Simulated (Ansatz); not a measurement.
Si vacancy + C vacancy + W interstitial (4H silicon carbide host)

Computed with PBE, PAW (plane waves to 420 eV; Ansatz, a quantum-chemistry and plane-wave program). The supercell holds 72 host sites (3×3×1 repeats of the unit cell), with a 2×2×2 Γ-centred k-point sampling for the final energies. Site at the start: a built cluster, 1.9 Å across. Charged cells carry a point-charge image correction with potential alignment at far atoms. Dielectric constants: PBE linear response of the host. Host gap at this level: 2.22 eV. A cell of this size leaves errors of a few tenths of an eV. PBE underestimates the host's gap, which shifts levels and can delocalise carriers. Spin–orbit coupling is left out, which matters for these heavy elements. Each state is the lowest found from its start.

Formation energies E_f are given with the Fermi level at the valence-band maximum. Chemical conditions: C-rich (Δμ(C) = 0.00 eV, Δμ(Si) = -0.41 eV, Δμ(W) = -0.29 eV, bounded by hexagonal WC; only phases computed here count, gases as isolated molecules at 0 K); Si-rich (Δμ(C) = -0.41 eV, Δμ(Si) = 0.00 eV, Δμ(W) = -1.02 eV, bounded by tetragonal WSi2; only phases computed here count, gases as isolated molecules at 0 K). Reference phases: C: graphite, Si: silicon, W: bcc W.

In at least one state atoms left their starting sites on relaxation (a large move, or an atom on the emptied site), so the name describes the start.

| charge | moment (μB) | point group | largest move off a lattice site (Å) | image correction with alignment (eV) | E_f, C-rich (eV) | E_f, Si-rich (eV) | above the lowest spin state (eV) |
|---|---|---|---|---|---|---|---|
| +2† | fractional | – | 0.05 | 1.03 | – | – | 0.00 |
| +2† | not spin-polarised | – | 0.05 | 1.03 | – | – | 0.01 |
| +1† | 1.0 | – | 0.07 | 0.34 | – | – | 0.00 |
| +1† | 1.0 | – | 0.07 | 0.34 | – | – | 0.00 |
| 0 | 0.0 | C3v | 0.10 | 0.00 | 4.71 | 5.43 | 0.00 |
| 0 | not spin-polarised | C3v | 0.10 | 0.00 | 4.71 | 5.43 | 0.00 |
| −1 | 1.0 | C3v | 0.10 | 0.02 | 6.43 | 7.15 | 0.00 |
| −1 | 1.0 | C3v | 0.10 | 0.02 | 6.43 | 7.15 | 0.00 |

† Not settled in this cell, so no level is given: charge +2: fractional moment, a level filled in part, level within 0.1 eV of a band edge or past it; charge +1: a level filled in part.

Point groups are those of the whole cell at tolerances of 0.03 and 0.1 Å ("near" where only the looser one holds); none is given for unsettled states.

Starting moments that weren't kept: charge +2 began with 4 μB and ended with 0.5; charge +1 began with 5 μB and ended with 1.0; charge 0 began with 4 μB and ended with 0.0; charge −1 began with 3 μB and ended with 1.0.

Transition levels above the valence-band maximum: ε(0/−1) = 1.72 eV. With a charge missing or unsettled, these needn't be thermodynamic levels.

Flagged in the runs: a host whose relaxation on this sampling wasn't shown to rest.
